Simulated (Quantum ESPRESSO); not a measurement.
Input and output of a self-consistent single point for Al2Ru (Fddd, 6 atoms in the cell) (Quantum ESPRESSO).

Computed with LDA (PZ), GBRV 1.5 ultrasoft (LDA) pseudopotentials (plane waves; Quantum ESPRESSO 7.5).

```yaml
crystal:
  lattice:
    - [0.00000, 3.98983, 4.39152]
    - [2.35248, 0.00000, 4.39152]
    - [2.35248, 3.98983, 0.00000]
  atoms:
    - { symbol: Al, position: [0.07906, 0.42094, 0.07906] }
    - { symbol: Al, position: [0.42094, 0.07906, 0.42094] }
    - { symbol: Al, position: [0.17094, 0.82906, 0.17094] }
    - { symbol: Al, position: [0.82906, 0.17094, 0.82906] }
    - { symbol: Ru, position: [0.75000, 0.75000, 0.75000] }
    - { symbol: Ru, position: [0.50000, 0.50000, 0.50000] }
```

Reference input (self-consistent single point, DFT, LDA (PZ), plane waves, GBRV 1.5 ultrasoft (LDA) pseudopotentials): ecutwfc = 40 Ry; ecutrho = 320 Ry; occupations = smearing; smearing = gaussian; degauss = 0.0036749 Ry; potentials = {Al: al_lda_v1.uspp.F.UPF, Ru: ru_lda_v1.2.uspp.F.UPF}; K_POINTS = automatic 5 5 5 1 1 1; conv_thr = 1e-10 Ry; mixing_beta = 0.4. This run's input differs from it in these lines:

```diff
@@ -19,3 +19,3 @@
 &ELECTRONS
-   conv_thr = 1.0d-10,
+   conv_thr = 1.0d-5,
    mixing_beta = 0.4,
```

Output, abridged:

```
     Self-consistent Calculation

     iteration #  1     ecut=    40.00 Ry     beta= 0.40

     negative rho (up, down):  1.429E-01 0.000E+00

     total energy              =    -414.13287326 Ry
     estimated scf accuracy    <       4.52090542 Ry

     iteration #  2     ecut=    40.00 Ry     beta= 0.40

     negative rho (up, down):  1.412E-01 0.000E+00

     total energy              =    -415.24004279 Ry
     estimated scf accuracy    <       3.95965318 Ry

     iteration #  3     ecut=    40.00 Ry     beta= 0.40

     negative rho (up, down):  1.401E-01 0.000E+00

     total energy              =    -415.73871406 Ry
     estimated scf accuracy    <       0.05227042 Ry

   [... 3 blocks of this kind left out ...]

     iteration #  7     ecut=    40.00 Ry     beta= 0.40

     negative rho (up, down):  1.407E-01 0.000E+00

     total energy              =    -415.76263042 Ry
     estimated scf accuracy    <       0.00004433 Ry

     iteration #  8     ecut=    40.00 Ry     beta= 0.40

     negative rho (up, down):  1.406E-01 0.000E+00
     End of self-consistent calculation

     the Fermi energy is    13.8377 ev

!    total energy              =    -415.76263714 Ry
     estimated scf accuracy    <       0.00000995 Ry
     smearing contrib. (-TS)   =      -0.00000000 Ry
     internal energy E=F+TS    =    -415.76263714 Ry

     convergence has been achieved in   8 iterations

     negative rho (up, down):  1.406E-01 0.000E+00

     Forces acting on atoms (cartesian axes, Ry/au):

     atom    1 type  1   force =     0.00000000   -0.00175950    0.00000000
     atom    2 type  1   force =     0.00000000    0.00175950    0.00000000
     atom    3 type  1   force =    -0.00000000    0.00175950    0.00000000
     atom    4 type  1   force =     0.00000000   -0.00175950    0.00000000
     atom    5 type  2   force =     0.00000000    0.00000000    0.00000000
   [... lines left out ...]
     Total force =     0.003519     Total SCF correction =     0.000550
   [... lines left out ...]

     negative rho (up, down):  1.406E-01 0.000E+00
          total   stress  (Ry/bohr**3)                   (kbar)     P=      -39.87
  -0.00027950  -0.00000000  -0.00000000          -41.12       -0.00       -0.00
  -0.00000000  -0.00022662   0.00000000           -0.00      -33.34        0.00
  -0.00000000  -0.00000000  -0.00030689           -0.00       -0.00      -45.15

   JOB DONE.
```

The run converged in 8 iterations. Against the reference run the free energy is nearly the same (within 1 meV/atom), the pressure goes from -4.67 to -3.99 GPa, the largest force hardly changes (0.043 to 0.045 eV/Å) and the gap on the mesh moves little (0.618 to 0.614 eV). The full log also holds: “SCF correction compared to forces is large: reduce conv_thr to get better values”.

The starting cell comes from a database of computed structures (which also holds hypothetical and non-ambient phases and stackings), without a prior relaxation at this level. With a pressure of about -4 GPa the cell is away from its equilibrium volume at this level. The shifted mesh does not hold Γ, so a gap read on it misses any band edge there.

Cost on one core of a shared machine: roughly 2 min.
